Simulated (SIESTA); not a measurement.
A self-consistent single point of MgCu₄O₈ (I-4m2, 13 atoms in the cell) with SIESTA

Computed with LDA PW92, numerical atomic orbitals DZP, PseudoDojo LDA standard norm-conserving potentials (rewritten from UPF to PSML) run with SIESTA.

Input as run:

```
# files in the folder: Mg.psml Cu.psml O.psml (PseudoDojo LDA standard)
SystemName  Mg(CuO2)4
SystemLabel siesta

NumberOfAtoms                13
NumberOfSpecies              3
%block ChemicalSpeciesLabel
  1 12 Mg
  2 29 Cu
  3 8 O
%endblock ChemicalSpeciesLabel
LatticeConstant              1.0 Ang
%block LatticeVectors
    -3.022044000    3.022044000    4.268549000
     3.022044000   -3.022044000    4.268549000
     3.022044000    3.022044000   -4.268549000
%endblock LatticeVectors
AtomicCoordinatesFormat      Ang
%block AtomicCoordinatesAndAtomicSpecies
     0.000000000    0.000000000    0.000000000  1
     1.519241960    3.022044000   -1.061332023  2
    -0.000000000    1.502802040    5.329881023  2
     1.502802040    0.000000000    3.207216977  2
     3.022044000    1.519241960    1.061332023  2
     3.022044000    1.702136063   -0.930116827  3
     1.702136063    3.022044000    0.930116827  3
    -0.000000000    1.319907937    3.338432173  3
     1.319907937    0.000000000    5.198665827  3
     3.022044000    1.358952746    3.092649121  3
     4.380996746    0.000000000    1.175899879  3
     3.022044000   -1.358952746    3.092649121  3
     1.663091254    0.000000000    1.175899879  3
%endblock AtomicCoordinatesAndAtomicSpecies

XC.functional                LDA
XC.authors                   PW92
PAO.BasisSize                DZP
PAO.EnergyShift              0.01 Ry
MeshCutoff                   300 Ry
%block kgrid.MonkhorstPack
    7   0   0  0.0
    0   7   0  0.0
    0   0   7  0.0
%endblock kgrid.MonkhorstPack
OccupationFunction           MP
OccupationMPOrder            1
ElectronicTemperature        1578.21 K
Spin                         polarized
%block DM.InitSpin
  1 +0.00
  2 +1.00
  3 +1.00
  4 +1.00
  5 +1.00
  6 +0.00
  7 +0.00
  8 +0.00
  9 +0.00
  10 +0.00
  11 +0.00
  12 +0.00
  13 +0.00
%endblock DM.InitSpin

MaxSCFIterations             150
SCF.Mixer.Method             Pulay
SCF.Mixer.Weight             0.1
SCF.Mixer.History            8
SCF.DM.Tolerance             1.0E-04
Diag.ParallelOverK           true
WriteForces                  true
Charge.Mulliken              end
```

Output (repeated stretches shortened):

```
reinit: Reading from file input.fdf

reinit: System Name: Mg(CuO2)4
reinit: System Label: siesta

NOTE on units for spin output:
{S} is the spin magnetic moment, in units of the Bohr magneton,
assuming a g-factor for the electron spin of exactly 2.
The spin magnetic moment is then numerically equal to the charge inbalance,
in units of electrons, between the spin-up and -down channels.

coor:   Atomic-coordinates input format  =     Cartesian coordinates
coor:                                          (in Angstroms)

siesta: Atomic coordinates (Bohr) and species
siesta:      0.00000   0.00000   0.00000  1        1
siesta:      2.87095   5.71084  -2.00563  2        2
siesta:     -0.00000   2.83988  10.07202  2        3
siesta:      2.83988   0.00000   6.06076  2        4
siesta:      5.71084   2.87095   2.00563  2        5
siesta:      5.71084   3.21657  -1.75767  3        6
siesta:      3.21657   5.71084   1.75767  3        7
siesta:     -0.00000   2.49426   6.30872  3        8
siesta:      2.49426   0.00000   9.82405  3        9
siesta:      5.71084   2.56805   5.84426  3       10
siesta:      8.27888   0.00000   2.22213  3       11
siesta:      5.71084  -2.56805   5.84426  3       12
siesta:      3.14279   0.00000   2.22213  3       13

siesta: System type = bulk

initatomlists: Number of atoms, orbitals, and projectors:     13   189   184

siesta: ******************** Simulation parameters ****************************
redata: Spin configuration                          = collinear
redata: Time-Reversal Symmetry                      = T
redata: Number of Atomic Species                    =        3
redata: Mesh Cutoff                                 =   300.0000 Ry
redata: Net charge of the system                    =     0.0000 |e|
redata: Min. number of SCF Iter                     =        0
redata: Max. number of SCF Iter                     =      150
redata: SCF convergence failure will abort job
   [... lines left out ...]
diag: Absolute tolerance                            =  0.100E-15
diag: Orthogonalization factor                      =  0.100E-05
diag: Memory factor                                 =  1.0000

superc: Internal auxiliary supercell:     5 x     5 x     5  =     125
superc: Number of atoms, orbitals, and projectors:   1625  23625  23000

                        Single-point calculation

superc: Internal auxiliary supercell:     5 x     5 x     5  =     125
superc: Number of atoms, orbitals, and projectors:   1625  23625  23000

outcell: Unit cell vectors (Ang):
       -3.022044    3.022044    4.268549
        3.022044   -3.022044    4.268549
        3.022044    3.022044   -4.268549

outcell: Cell vector modules (Ang)   :    6.040365    6.040365    6.040365
outcell: Cell angles (23,13,12) (deg):    119.9592    119.9592     90.0706
outcell: Cell volume (Ang**3)        :    155.9344
new_DM -- step:     1
Initializing Density Matrix...

Attempting to read DM from file... Failed...
initDM: WARNING: atom 1 has a closed-shell and cannot be polarized
DM filled with atomic data (user-defined):

InitMesh: MESH = 60 x 60 x 50 = 180000
InitMesh: Mesh cutoff (required, used) =   300.000   333.220 Ry

stepf: Methfessel-Paxton step function
       Using Hermite-Gauss polynomials of order  1
        iscf     Eharris(eV)        E_KS(eV)     FreeEng(eV)     dDmax    Ef(eV) dHmax(eV)
   scf:    1   -24525.615051   -25395.832844   -25395.823225  1.161913  2.361745 71.941572
     spin moment: {S} , |S| = {        0.0        0.0    1.92380 }     1.92380
   scf:    2   -25955.315352   -25731.115266   -25731.119075  1.946140 -2.244720 31.071738
     spin moment: {S} , |S| = {        0.0        0.0    3.48577 }     3.48577
   scf:    3   -25784.557564   -25801.443306   -25801.451830  0.265660 -4.380733  7.661494
     spin moment: {S} , |S| = {        0.0        0.0    1.65728 }     1.65728
   scf:    4   -25808.543604   -25805.646002   -25805.662458  0.049365 -4.466598  4.599659
     spin moment: {S} , |S| = {        0.0        0.0    2.00400 }     2.00400
   scf:    5   -25808.033783   -25807.078064   -25807.095171  0.025940 -4.622674  3.720725
     spin moment: {S} , |S| = {        0.0        0.0    2.29750 }     2.29750
   scf:    6   -25807.371892   -25807.737051   -25807.742574  0.060242 -5.099262  1.501394
   [... lines left out ...]
   scf:   17   -25808.278322   -25808.278590   -25808.280165  0.000534 -5.041465  0.028957
     spin moment: {S} , |S| = {        0.0        0.0    5.68627 }     5.68627
   scf:   18   -25808.278099   -25808.278326   -25808.280478  0.000656 -5.048022  0.017938
     spin moment: {S} , |S| = {        0.0        0.0    5.70946 }     5.70946
   scf:   19   -25808.277224   -25808.277758   -25808.280603  0.000579 -5.053350  0.003585
     spin moment: {S} , |S| = {        0.0        0.0    5.73439 }     5.73439
   scf:   20   -25808.277741   -25808.277749   -25808.280605  0.000041 -5.053631  0.002550
     spin moment: {S} , |S| = {        0.0        0.0    5.73515 }     5.73515
   scf:   21   -25808.277758   -25808.277753   -25808.280606  0.000070 -5.053759  0.001652
     spin moment: {S} , |S| = {        0.0        0.0    5.73550 }     5.73550
   scf:   22   -25808.277756   -25808.277755   -25808.280607  0.000063 -5.054012  0.000753
     spin moment: {S} , |S| = {        0.0        0.0    5.73590 }     5.73590
SCF Convergence by DM+H criterion
max |DM_out - DM_in|         :     0.0000633341
max |H_out - H_in|      (eV) :     0.0007528188
SCF cycle converged after 22 iterations

Using DM_out to compute the final energy and forces

siesta: E_KS(eV) =           -25808.2778

siesta: E_KS - E_eggbox =    -25808.2778

siesta: Atomic forces (eV/Ang):
     1   -0.000261    0.000261   -0.000000
     2    0.000549   -0.002508    0.000229
     3    0.002508   -0.000549   -0.000229
     4   -0.000803    0.001879    0.000802
     5   -0.001879    0.000803   -0.000802
     6    0.003170    0.893829    0.622934
     7    0.892197    0.001901   -0.622519
     8   -0.001901   -0.892197    0.622520
     9   -0.893829   -0.003170   -0.622934
    10    0.000480   -0.527975   -0.368491
    11   -0.530717    0.000315    0.368978
    12   -0.000315    0.530717   -0.368978
    13    0.527976   -0.000480    0.368491
   Tot   -0.002824    0.002824    0.000000
   Max    0.893829
   Res    0.405279    sqrt( Sum f_i^2 / 3N )
   Max    0.893829    constrained

Stress tensor Voigt[x,y,z,yz,xz,xy] (kbar):      190.90      190.90      190.21        0.04        0.04       -0.12
(Free)E + p*V (eV/cell)   -25826.8378
Target enthalpy (eV/cell)   -25808.2806

siesta: Program's energy decomposition (eV):
siesta: Ebs     =     -4181.713495
siesta: Eions   =     32465.618442
siesta: Ena     =      2034.770276
siesta: Ekin    =     12672.542920
siesta: Enl     =     -4679.522581
siesta: Eso     =         0.000000
siesta: Edftu   =         0.000000
siesta: DEna    =       193.607962
siesta: DUscf   =        18.527724
siesta: DUext   =         0.000000
siesta: Ex      =     -3295.619503
siesta: Ec      =      -286.966111
siesta: Exc     =     -3582.585614
siesta: Eharris =    -25808.277756
siesta: Etot    =    -25808.277755
siesta: FreeEng =    -25808.280607

siesta: Atomic forces (eV/Ang):
siesta:      1   -0.000261    0.000261   -0.000000
siesta:      2    0.000549   -0.002508    0.000229
siesta:      3    0.002508   -0.000549   -0.000229
siesta:      4   -0.000803    0.001879    0.000802
siesta:      5   -0.001879    0.000803   -0.000802
   [... lines left out ...]
siesta: Cell volume =        155.934362 Ang**3
siesta:        -190.66939503       -170.36074211  kBar
   [... lines left out ...]

              0.069   0.126   0.126
   5  9.060   0.995   0.374  -0.103   0.999   0.999   0.999   0.171   0.156
              0.141   0.626   0.851   0.625   0.856   0.853   0.069   0.126

              0.069   0.126   0.126

Species: O
Atom  Qatom  Qorb
               2s      2s      2py     2pz     2px     2py     2pz     2px
               3Pdxy   3Pdyz   3Pdz2   3Pdxz   3Pdx2-y2
   6  2.749   0.857   0.038   0.630   0.629   0.625  -0.040  -0.016   0.009
              0.004   0.003   0.004   0.003   0.003
   7  2.749   0.857   0.038   0.625   0.629   0.630   0.009  -0.016  -0.040
   [... 13 lines left out ...]

mulliken: Qtot =       64.132

Mulliken Atomic Populations:
Atom #   charge [q] valence [e]      Sz [e]  Species
     1     0.970097    9.029903    0.036393  Mg
     2     0.427944   18.572056    0.452772  Cu
     3     0.427944   18.572056    0.452772  Cu
     4     0.427941   18.572059    0.452780  Cu
     5     0.427941   18.572059    0.452780  Cu
     6    -0.217453    6.217453    0.718643  O
     7    -0.217398    6.217398    0.718610  O
     8    -0.217398    6.217398    0.718610  O
     9    -0.217453    6.217453    0.718643  O
    10    -0.453045    6.453045    0.253478  O
    11    -0.453038    6.453038    0.253469  O
    12    -0.453038    6.453038    0.253469  O
    13    -0.453045    6.453045    0.253478  O
 Total     0.000000                5.735897
```

The run converged in 22 iterations.

The starting cell comes from a database of computed structures (which also holds hypothetical and non-ambient phases and stackings), without a prior relaxation at this level. Its lattice was rescaled by a random factor within 2.5 % of one. The magnetic order is the one reached from the typed start; others were not searched systematically. Values carry the incompleteness of an atom-centred basis. With a pressure of about -19 GPa the cell is away from its equilibrium volume at this level. Forces in this geometry exceed 1 eV/Å. The run gives no clean gap (levels at the Fermi energy touch, overlap or are partly filled at this smearing), which alone does not show that the compound is a metal.

Cost on one core of a shared machine: roughly 8 min.
